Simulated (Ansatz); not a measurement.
The starting structures come from a database of crystals and need not be the phases stable at ambient conditions.

 Where the default PAW files enter, the runs use the earlier of Ansatz's two default sets.

**Evanescent states of Ba$_{2}$NaReO$_{6}$ (Fm-3m, not sure to be the ambient phase, 10 atoms a cell, 14.9 Å³ an atom, -7 GPa at this level) along the normal of (110)**

All values below come from PBEsol (plane waves, PAW; Ansatz, an electronic-structure program).

The gap is the functional's own. No spin-orbit coupling. Mid-gap values are interpolated on the energy grid.

Energies count from the valence-band top; κ is the least over a 6×4 mesh across the current.

```csv
E (eV),κ (1/Å),where
0.05,0.144,Γ
0.15,0.238,Γ
0.25,0.283,Γ
0.35,0.297,Γ
0.45,___,Γ
0.55,___,Γ
0.65,___,Γ
0.75,___,Γ
0.85,___,Γ
0.95,___,Γ
1.05,___,Γ
1.15,___,Γ
1.25,___,Γ
1.35,___,Γ
1.45,___,Γ
1.55,0.237,Γ
1.65,0.208,Γ
1.75,0.167,Γ
1.85,0.099,Γ
```

### Question
What belongs in the gaps?

### Answer

- 0.45, κ (1/Å): 0.307
- 0.55, κ (1/Å): 0.311
- 0.65, κ (1/Å): 0.313
- 0.75, κ (1/Å): 0.314
- 0.85, κ (1/Å): 0.312
- 0.95, κ (1/Å): 0.309
- 1.05, κ (1/Å): 0.305
- 1.15, κ (1/Å): 0.298
- 1.25, κ (1/Å): 0.288
- 1.35, κ (1/Å): 0.275
- 1.45, κ (1/Å): 0.259
